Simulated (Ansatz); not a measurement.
Ansatz (an electronic-structure program), DFT, PBE, plane waves, its default PAW files: Cu(111) slab of 8 layers, 1x1, atoms displaced (Cu8), unrelaxed, 8 atoms. Basis and mesh were picked for this test and aren't claimed converged.

- cell = 2.56, 2.56, 24.61 Å; 90, 90, 60°
- distance to the nearest atom = 2.47 to 2.56 Å
- task = single point
- k mesh = 10×10×1
- hamiltonian.xc = pbe
- kind of files = paw
- scf.occupations.method = gaussian
- scf.occupations.width = 0.1 eV
- scf.initial_density.chi_scale = 0.1
- output.forces = true
- binding of workers (--pin) = off
- k-point pools (--kpoint-pools) = 1
- memory maximum (--max-ram) = 8GiB
- accuracy = medium (default)
- basis.precision = auto (default)
- basis.xc_grid = 2 (default)
- scf.eigensolver.kind = auto (default)
- scf.convergence.dr2_threshold = 1e-07 (default)
- scf.lower_state_search = light (default)
- k-points after symmetry = 52
- bands at the start = 85
- electrons = 152
- plane waves at Γ = 2789
- cutoff (eV) = 420
- FFT grid = 18×18×180
- symmetry operations = 1

One run each.

All on 4 threads. Base settings, kept where nothing else is said: scf.mixing.algorithm = auto (default), scf.mixing.preconditioner = auto (default), scf.algorithm = auto (default) (scf.mixing.beta, scf.mixing.ndim, scf.mixing.q_tf not set). The settings tried:…
- scf.mixing.algorithm = anderson, scf.mixing.ndim = 4
- scf.mixing.algorithm = broyden, scf.mixing.beta = 1
- scf.mixing.algorithm = broyden, scf.mixing.preconditioner = kerker, scf.mixing.q_tf = 0.5 1/Å
- scf.mixing.ndim = 4
- scf.mixing.preconditioner = kerker
- scf.mixing.algorithm = broyden, scf.mixing.beta = 0.7
- scf.mixing.algorithm = msr1
- the base settings
- scf.mixing.algorithm = anderson, scf.mixing.ndim = 1
- scf.mixing.preconditioner = ldos
- scf.algorithm = direct_min
- scf.mixing.algorithm = broyden, scf.mixing.preconditioner = kerker
- scf.mixing.ndim = 16
- scf.mixing.algorithm = anderson, scf.mixing.ndim = 16
- scf.mixing.preconditioner = local_kerker
- scf.mixing.algorithm = anderson
- scf.mixing.algorithm = broyden, scf.mixing.preconditioner = none
- scf.mixing.preconditioner = kerker_dos
- scf.mixing.preconditioner = none
- scf.mixing.algorithm = broyden, scf.mixing.preconditioner = kerker, scf.mixing.q_tf = 1.5 1/Å
- scf.mixing.algorithm = broyden, scf.mixing.beta = 0.3
- scf.mixing.algorithm = broyden, scf.mixing.beta = 0.1
- scf.mixing.algorithm = broyden

Problem. Which settings need the fewest SCF iterations, which the most, and do any fail to converge?

Solution. Fewest SCF iterations: scf.algorithm = direct_min (10). Most among those that reach the base run's result: scf.mixing.algorithm = broyden, scf.mixing.preconditioner = kerker (50); scf.mixing.preconditioner = kerker (44). No count from: scf.mixing.algorithm = anderson, scf.mixing.ndim = 1 (unfinished when stopped at the time that we allowed, after 18 SCF iterations). All the others converged. In the base run the program took: scf.mixing.algorithm MSR1, scf.mixing.preconditioner LDOS, scf.eigensolver.kind band_cg, --slots 4.

| setting | SCF iterations | applications of H to a band | end |
|---|---|---|---|
| scf.algorithm = direct_min | 10 | 680190 | converged |
| scf.mixing.algorithm = broyden, scf.mixing.beta = 0.3 | 15 | 113326 | converged |
| scf.mixing.ndim = 16 | 15 | 125002 | converged |
| the base settings | 16 | 130849 | converged |
| scf.mixing.algorithm = msr1 | 16 | 130849 | converged |
| scf.mixing.preconditioner = ldos | 16 | 130849 | converged |
| scf.mixing.algorithm = broyden, scf.mixing.beta = 0.7 | 16 | 139123 | converged |
| scf.mixing.algorithm = anderson, scf.mixing.ndim = 16 | 17 | 144601 | converged |
| scf.mixing.ndim = 4 | 18 | 139313 | converged |
| scf.mixing.algorithm = broyden | 19 | 161400 | converged |
| scf.mixing.algorithm = broyden, scf.mixing.beta = 1 | 19 | 161400 | converged |
| scf.mixing.algorithm = anderson | 20 | 168592 | converged |
| scf.mixing.algorithm = broyden, scf.mixing.preconditioner = kerker, scf.mixing.q_tf = 0.5 1/Å | 23 | 160211 | converged |
| scf.mixing.algorithm = broyden, scf.mixing.preconditioner = kerker, scf.mixing.q_tf = 1.5 1/Å | 25 | 173258 | converged |
| scf.mixing.algorithm = broyden, scf.mixing.preconditioner = none | 26 | 174884 | converged |
| scf.mixing.algorithm = broyden, scf.mixing.beta = 0.1 | 26 | 197482 | converged |
| scf.mixing.preconditioner = none | 27 | 179999 | converged |
| scf.mixing.preconditioner = local_kerker | 29 | 193775 | converged |
| scf.mixing.preconditioner = kerker_dos | 41 | 285675 | converged |
| scf.mixing.algorithm = anderson, scf.mixing.ndim = 4 | 43 | 369246 | converged |
| scf.mixing.preconditioner = kerker | 44 | 285039 | converged |
| scf.mixing.algorithm = broyden, scf.mixing.preconditioner = kerker | 50 | 324018 | converged |

An iteration's cost differs between solvers, so these counts don't give the time.

Keys are those of Ansatz 0.2.
